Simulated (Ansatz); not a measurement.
Fluorite CoSi₂ was calculated with HSE06 in Ansatz (PAW).

Settings: plane-wave cutoff 500 eV, 8×8×8 k mesh, Fermi–Dirac smearing 0.05 eV, no spin polarisation, scalar-relativistic PAW data made under PBE.

Computed at the level's own relaxed cell.

Question: Estimate the equilibrium volume per atom and equilibrium lattice constant a that the calculation returns.

Answer: 
- equilibrium volume per atom: 12.38 Å³/atom
- equilibrium lattice constant a: 5.296 Å

Measured, for comparison: equilibrium volume per atom 12.87 Å³/atom, lattice constant a 5.365 Å (room temperature, no zero-point or thermal correction; as tabulated in Hegde and Bowen (2014), arXiv:1405.1317). Computed (rounded) less measured: equilibrium volume per atom -3.8 %, lattice constant a -1.3 %. A static lattice is as a rule a little smaller and stiffer than an uncorrected measurement, which narrows the difference in the lattice constant a and would widen misses of the other sign.

Note: exact exchange on metals is sensitive to the k mesh and can open a false gap; the run warned that the count of filled bands differs between k points.

Computed values are for the static lattice.

Cost on a shared machine: about 4 core-minutes (a rough figure).

Ansatz is a program for electronic structure.
